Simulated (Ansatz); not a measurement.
The reference is C in the graphite type structure (space group P6_3/mmc, No. 194; layered, stacked along the Cartesian z axis).

```xyz
4
Lattice="2.4552 0.0000 0.0000 -1.2276 2.1263 0.0000 0.0000 0.0000 6.6705" Properties=species:S:1:pos:R:3 pbc="T T T"
C      0.0000     0.0000     1.6676
C      0.0000     0.0000     5.0029
C      0.0000     1.4175     1.6676
C      1.2276     0.7088     5.0029
```

Cartesian axes are those of the cell as printed.

Computed with r2SCAN+rVV10 in Ansatz (plane waves to 500 eV, PAW, no SOC), earlier PAW set.

Base values:

```
Quantity                        Result
-----------------------------  -------
Pressure                       0.0 GPa
Band gap                          zero
Shortest interatomic distance  1.418 Å
```

Perturbation: uniaxial strain ε_xx = +0.60 %, all other strain components held at zero, atoms relaxed at fixed cell.

Question: Estimate the effect on the pressure, band gap, energy relative to the base and shortest interatomic distance.

Answer: The pressure (mean of the normal stresses, compression positive) goes from zero to -2.5 GPa; the band gap is still zero; the energy rises by 1.1 meV/atom; the shortest interatomic distance is nearly the same (1.418 Å against 1.419 Å).

A case with no gap was solved on a k-mesh chosen for an insulator, which is coarse for it. No phonon test of stability was made.

Ansatz is an electronic-structure program.
